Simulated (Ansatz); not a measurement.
The reference is SnO (space group P4/nmm, No. 129; layered, stacked along the Cartesian z axis).

```yaml
crystal:
  lattice:
    - [3.83709, 0.00000, 0.00000]
    - [0.00000, 3.83709, 0.00000]
    - [0.00000, 0.00000, 4.75881]
  atoms:
    - { symbol: Sn, position: [0.50000, 0.00000, 0.75657] }
    - { symbol: Sn, position: [0.00000, 0.50000, 0.24343] }
    - { symbol: O, position: [0.50000, 0.50000, 0.00000] }
    - { symbol: O, position: [0.00000, 0.00000, 0.00000] }
```

Cartesian axes are those of the cell as printed.

Method: PBE-D3(BJ), PAW, 420 eV (Ansatz, a quantum-chemistry and plane-wave program; no spin-orbit coupling).

Base values:

The pressure is 0.0 GPa. The volume per atom is 17.52 Å³. The band gap is zero.

The change: compressive biaxial strain of 3.00 % in the plane normal to [001], as in epitaxy on a mismatched substrate; the out-of-plane cell vector and the atoms relax.

Problem. Predict the new pressure.

Solution. The pressure (mean of the normal stresses, compression positive) goes from zero to 3.7 GPa.

Problem. What does the calculation give for the volume per atom after the change?

Solution. The volume per atom shrinks by 0.78 Å³, from 17.52 Å³ to 16.74 Å³.

Problem. What does the calculation give for the band gap after the change?

Solution. The band gap is still zero.

Whether these cells are dynamically stable was not tested. The final runs are not spin-polarised. The zero or small gap of SnO can change with the level of theory.
